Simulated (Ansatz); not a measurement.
Converging the k-point mesh: a (110) slab of Sb2Os (cut from a parent of space group no. 58; 12 atoms in the cell)

```
CELL_PARAMETERS angstrom
      3.23339     0.00000     0.00000
      0.00000     8.96143     0.00000
      0.00000     0.00000    22.53858
ATOMIC_POSITIONS crystal
  Sb 0.50000 0.11814 0.36644
  Sb 0.50000 0.67953 0.43618
  Sb 0.00000 0.45979 0.31058
  Sb 0.00000 0.33788 0.49204
  Os 0.50000 0.39883 0.40131
  Os 0.00000 0.89883 0.40131
  Sb 0.50000 0.67767 0.56383
  Sb 0.50000 0.23906 0.63356
  Sb 0.00000 0.01932 0.50797
  Sb 0.00000 0.89741 0.68942
  Os 0.50000 0.95837 0.59869
  Os 0.00000 0.45837 0.59869
```

Level of theory: LDA (PW92), default PAW files made with PBE (plane waves; Ansatz, a program for electronic structure).

Base settings: basis.ecutwfc = 420 eV; kpoints.mp_grid.grid = 3 2 1; hamiltonian.xc = lda; hamiltonian.pseudopotentials = {kind: paw} (the program's default PAW files); scf.occupations.method = fermi_dirac; scf.occupations.width = 0.05 eV.

Only quantities that move along the ladder and can be compared are tabulated.

The starting cell comes from a database of computed structures (which also holds hypothetical and non-ambient phases and stackings), without a prior relaxation at this level. The slab is cut from that crystal, and its faces are unrelaxed. Its lattice was rescaled by up to half a per cent. Spin polarisation is off. In the base run, forces exceed 1 eV/Å. Without a gap this mesh is coarse (it stands for a supercell whose shortest in-plane vector is 10 Å).

Steps (kpoints.mp_grid.grid): 2 1 1; 3 1 1; 3 2 1; 4 2 1; 5 2 1; 6 2 1; 6 3 1; 7 3 1; 9 3 1; 10 4 1; 12 5 1; 14 5 1; 16 6 1; 19 7 1; 22 8 1; 26 10 1.

Task: What is the coarsest kpoints.mp_grid.grid that holds the forces within 0.005 eV/Å of the last step, with all finer ones?

Result: 12 5 1; the step before is off by 0.014 eV/Å.

Task: What is the coarsest kpoints.mp_grid.grid that holds the free energy within 2 meV/atom of the last step, with all finer ones?

Result: 6 2 1; the step before is off by 6.5 meV/atom.

```csv
kpoints.mp_grid.grid,free energy less the last step's (meV/atom),largest difference of a force vector from the last step's (eV/Å)
2 1 1,-137.61,1.014
3 1 1,-8.06,0.640
3 2 1,-35.28,0.337
4 2 1,10.16,0.145
5 2 1,6.50,0.115
6 2 1,0.67,0.071
6 3 1,0.92,0.039
7 3 1,0.36,0.032
9 3 1,0.95,0.022
10 4 1,0.00,0.014
12 5 1,0.03,0.004
14 5 1,-0.03,0.004
16 6 1,-0.03,0.002
19 7 1,0.02,0.001
22 8 1,0.00,0.000
26 10 1,0.00,0.000
```

Keys are those of Ansatz 0.2.
